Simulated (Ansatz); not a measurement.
System: CsCl-type CoGa. Method: BLYP in Ansatz (PAW).

Run with plane-wave cutoff 520 eV, 20×20×20 k mesh, Fermi–Dirac smearing 0.05 eV, no spin polarisation, scalar-relativistic PAW data made under PBE.

A third-order Birch–Murnaghan fit to the energies gives V0 = 12.576 Å³/atom, B0 = 147 GPa, B′ = 5.3.

```tsv
V (Å³/atom)	P (GPa)
11.819	10.72
12.070	…
12.322	3.17
12.573	0.02
12.825	-2.74
13.076	…
13.328	…
```

Q: Estimate the withheld pressures from this fit; the answers are the runs' own values.

A: 
- 12.070, P (GPa): 6.72
- 13.076, P (GPa): -5.16
- 13.328, P (GPa): -7.31

The formula P = (3/2) B0 (x^(7/3) − x^(5/3)) [1 + (3/4)(B′ − 4)(x^(2/3) − 1)] with x = V0/V meets the computed pressures within 0.04 GPa when these rounded values are put in.

It cost about 80 core-seconds (a rough figure) of CPU time.

Ansatz is an electronic-structure program.
